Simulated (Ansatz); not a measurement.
Reference: InP (F-43m), r2SCAN with spin-orbit coupling, rigid bands (plane waves, PAW; Ansatz, an electronic-structure program); axes and stresses refer to this cell.

```yaml
crystal:
  lattice:
    - [0.00000, 2.93899, 2.93899]
    - [2.93899, 0.00000, 2.93899]
    - [2.93899, 2.93899, 0.00000]
  atoms:
    - { symbol: In, position: [0.00000, 0.00000, 0.00000] }
    - { symbol: P, position: [0.25000, 0.25000, 0.25000] }
```

The Seebeck coefficient, p-type 1e19 cm⁻³ is 320 μV/K, the electron conductivity mass comes out as 0.089 mₑ and the band gap is 1.09 eV.

After one change the values are Seebeck coefficient, p-type 1e19 cm⁻³ 155 μV/K; electron conductivity mass 0.32 mₑ; band gap 0.67 eV. Which change was made?
(A) uniaxial stress along [001] of 3 GPa (compression positive)
(B) uniaxial stress along [001] of 5 GPa (compression positive)
(C) uniaxial stress along [001] of 1 GPa (compression positive)
(D) uniaxial stress along [001] of -7 GPa (compression positive)

B, uniaxial stress along [001] of 5 GPa (compression positive)

Masses are for dilute carriers at 300 K, harmonic means over directions unless an axis is named. Seebeck coefficients are for the stated density at 300 K, with one relaxation time for all states and whether or not that doping can be reached. Stresses and pressures are the targets of the relaxation.  The structure type is held under load, also where the real crystal would transform.
